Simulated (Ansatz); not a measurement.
Results of r²SCAN in Ansatz (plane waves, PAW) for BP (model structure, started from the BeO type, P4₂/mnm, No. 136, 8 atoms in the cell).

Numerical settings: plane-wave cutoff 560 eV, 6×6×10 k mesh (along the axes of the cell as run), Fermi–Dirac smearing 0.01 eV, scalar-relativistic PAW data made under PBE.

Cell (relaxed at this level):

```
BP
1.0
    5.55154     0.00000     0.00000
    0.00000     5.55154     0.00000
    0.00000     0.00000     3.19666
B P
4 4
Cartesian
  1.78560   3.76593   0.00000
  3.76593   1.78560   0.00000
  4.56137   4.56137   1.59833
  0.99016   0.99016   1.59833
  1.77240   1.77240   0.00000
  3.77914   3.77914   0.00000
  1.00337   4.54817   1.59833
  4.54817   1.00337   1.59833
```

Give the computed band gap and bulk modulus B0.


band gap: 0.55 eV (on the SCF k mesh)
bulk modulus B0: 155 GPa

Note: the bulk modulus is −V dP/dV from two relaxed cells at ±2 % in volume; the relaxation could raise the start's symmetry but not lower it, so the cell can be a saddle point.

Static lattice: no zero-point or thermal effects.

It cost roughly 90 core-seconds of CPU time.

A model structure was made by putting elements into a prototype or built by hand; it is no filed structure, need not be a known phase, and can be a saddle point held by its symmetry.

Ansatz is a quantum-chemistry and plane-wave program.
